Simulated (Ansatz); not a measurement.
Consider interstitial Mg in zinc-blende InP, charge state +2. The step: one Mg atom jumps by itself; the atom moves 2.58 Å along (0.25, 0.25, -0.25) of the unit cell; the moving atom starts with neighbours 6 In at 3.13; 3 P at 2.56, P at 2.58 Å and ends with 3 In at 2.86, In at 2.86; P at 2.89, 4 P at 2.91, P at 2.92 Å. DFT values are from Ansatz (plane-wave PAW, 420 eV unless said) in a cell of 64 host sites, spin-restricted, static, with no finite-size correction. The charge state is imposed; whether it is stable for some Fermi level was not computed. Sites that were not tried may lie lower. For the PBE band: the program found a first-order saddle point.

| Level | Forward barrier (eV) | Cost of the band or of the saddle's single point |
|---|---|---|
| CHGNet universal potential (has no charge state), its own band | 0.32 | - |
| PBE, one k-point at (0.250, 0.250, 0.250), band relaxed | 0.91 | very roughly 40 core-minutes |
| PBE, a 2×2×2 k-point mesh shifted by half a step, same geometries | 0.91 | around 5 core-minutes (rough) |
| r2SCAN at 500 eV, one k-point at (0.250, 0.250, 0.250), same geometries | ___ | around 2.8 core-minutes (rough) |

Problem. What belongs in the gaps?

Solution. 
- r2SCAN at 500 eV, one k-point at (0.250, 0.250, 0.250), same geometries, Forward barrier (eV): 0.98

Ansatz is a quantum-chemistry and plane-wave program.
